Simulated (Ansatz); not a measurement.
Base system: BaHfO$_{3}$ in the cubic perovskite structure (space group Pm-3m, No. 221; a = 4.158 Å).

Now apply this change: cell and atoms relaxed at a pressure of 0.7 GPa.

Levels (all Ansatz, a first-principles code, PAW): PBEsol (420 eV, scalar-relativistic without spin-orbit coupling); PBEsol+SOC (420 eV, with spin-orbit coupling).

The geometry is relaxed with PBEsol.

PBEsol gap character: indirect, R → Γ
PBEsol band gap: 3.59 eV
PBEsol width of the top valence band: 0.81 eV
PBEsol pressure: 0.69 GPa

Question: What does PBEsol+SOC give at this geometry for the gap character, band gap, width of the top valence band and pressure?

Answer: The gap character changes from indirect, R → Γ to direct at Γ; the band gap drops by 0.09 eV to 3.50 eV; the width of the top valence band stays essentially unchanged (0.81 eV against 0.80 eV); the pressure decreases by 0.165 GPa to 0.52 GPa.

Single points use the geometry relaxed with PBEsol. Differences between runs with and without spin-orbit coupling are approximate. Spin-orbit coupling, missing from the scalar runs, can matter with Hf. Load acts through the strain it causes; cell and atoms are relaxed under it. Stability against distortions was not tested. The base started in P4mm and relaxed to Pm-3m at this level.
